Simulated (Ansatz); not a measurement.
Worked example: relaxation of cell and atoms of Bi2Te2Se (R-3m, 5 atoms in the cell) in Ansatz (a quantum-chemistry and plane-wave program).

Computed with LDA (PW92), default PAW files made with PBE (plane waves; Ansatz).

The change in words: atoms on their sites; basis.ecutwfc: 420 eV → 250 eV; relax: default → cell and atoms. Reference geometry:
```
CELL_PARAMETERS angstrom
      2.16745     1.25138    10.61733
     -2.16745     1.25138    10.61733
      0.00000    -2.50276    10.61733
ATOMIC_POSITIONS crystal
  Bi 0.60985 0.60985 0.60985
  Bi 0.39172 0.39172 0.39172
  Te 0.21960 0.21960 0.21960
  Te 0.78040 0.78040 0.78040
  Se 0.00000 0.00000 0.00000
```

Reference input (self-consistent single point, DFT, LDA (PW92), plane waves, default PAW files made with PBE): basis.ecutwfc = 420 eV; kpoints.mp_grid.grid = 3 3 3; hamiltonian.xc = lda; hamiltonian.pseudopotentials = {kind: paw} (the program's default PAW files); scf.occupations.method = fixed. This run's input differs from it in these lines:

Ansatz 0.2 input:
```diff
@@ -6,3 +6,3 @@
   atoms:
-    - { symbol: Bi, position: [0.609853, 0.609853, 0.609853] }
+    - { symbol: Bi, position: [0.608283, 0.608283, 0.608283] }
     - { symbol: Bi, position: [0.391717, 0.391717, 0.391717] }
@@ -12,3 +12,3 @@
 basis:
-  ecutwfc: 420.0
+  ecutwfc: 250.0
 kpoints:
@@ -20,2 +20,4 @@
   occupations: { method: fixed }
+relax:
+  cell: {}
 output:
```

The program printed (abridged):

```
   [... SCF lines of the steps left out ...]
relax step   1: F+E_penalty+E_count = -43206.55965601 eV  Δ(F+E_penalty+E_count) = +0.000e0 eV  max|allowed force component| = 2.833e-1 eV/Å  Δτ_max = 0.0000 Å  P = -2.816 GPa  Ω = 172.785 Å³  (8 SCF iters, dr2 threshold 1.00e-7 eV, accepted)
relax step   2: F+E_penalty+E_count = -43208.85278087 eV  Δ(F+E_penalty+E_count) = -2.293e0 eV  max|allowed force component| = 3.027e-1 eV/Å  Δτ_max = 0.0622 Å  P = +16.678 GPa  Ω = 156.947 Å³  energy of the carried Pulay correction = +3.006e0 eV  [...]
   [... lines left out ...]
relax step  41: F+E_penalty+E_count = -43206.87494875 eV  Δ(F+E_penalty+E_count) = -1.050e-1 eV  max|allowed force component| = 4.727e-3 eV/Å  Δτ_max = 0.0155 Å  P = +0.023 GPa  Ω = 156.961 Å³  energy of the carried Pulay correction = +1.023e-1 eV  [...]
relax step  42: F+E_penalty+E_count = -43206.77110316 eV  Δ(F+E_penalty+E_count) = +1.038e-1 eV  max|allowed force component| = 7.097e-3 eV/Å  Δτ_max = 0.0000 Å  P = -0.184 GPa  Ω = 156.961 Å³  stress off target by 1.04e0 GPa  SCF on the basis [...]
basis re-selected at this cell: Δ(F+E_penalty+E_count) = +1.038e-1 eV, ΔP = -0.207 GPa vs the last step
density extrapolation: transplant  |δρ|_rms = 1.903e-2 e/Å³  SAD shift = 1.444e-2 e/Å³
Crystal: 5 atoms, lattice volume = 156.623 Å³
   [... lines left out ...]
Free energy (F): -43206.771103 eV
Fermi energy:    9.240478 eV
Error: did not converge after 100 iterations: dr2 = 1.16e-3 (threshold 5.00e-7), under the density mixer `msr1`, which `scf.mixing.algorithm: auto` chose by the deck's other keys (type `scf.mixing.algorithm: msr1` to keep it); at k-index 0, counted from 0 in this SCF's own list of k-points, the highest band that the last eigensolve's fill by count filled, 9.263379 eV, and the lowest that it left empty, 9.264923 eV, lay 1.544e-3 eV apart, the closest at any k-point: where those lie closer than the levels still move from one iteration to the next, and no symmetry of the run holds them equal, such a fill need not settle, and opposed starting moments at zero total moment, or else a [...]
   [... lines left out ...]
to start a new deck from the relaxed geometry:
  cell:  # Å, volume = 156.9607 Å³
    - [2.1427244493806406, 1.2371026925668744, 9.868875938673309]
    - [-2.1427244493806406, 1.2371026925668744, 9.868875938673309]
    - [3.2132710566176823e-32, -2.4742049203804375, 9.86887599693197]
  atoms:
    - { symbol: Bi, position: [0.6056071591764152, 0.6056071591764152, 0.6056071591764152] }
    - { symbol: Bi, position: [0.3943928408235848, 0.3943928408235848, 0.39439284082358483] }
    - { symbol: Te, position: [0.21334690972760922, 0.21334690972760922, 0.21334690972760925] }
    - { symbol: Te, position: [0.786653090272391, 0.786653090272391, 0.786653090272391] }
    - { symbol: Se, position: [5.310047978323667e-20, 5.3100479783234664e-20, 5.310047186512977e-20] }
```

The relaxation ended unconverged. 

The starting cell comes from a database of computed structures (which also holds hypothetical and non-ambient phases and stackings), without a prior relaxation at this level. Its lattice was rescaled by up to half a per cent. The cutoff lies below the one recommended for these files.

Cost on one core of a shared machine: roughly 80 s.
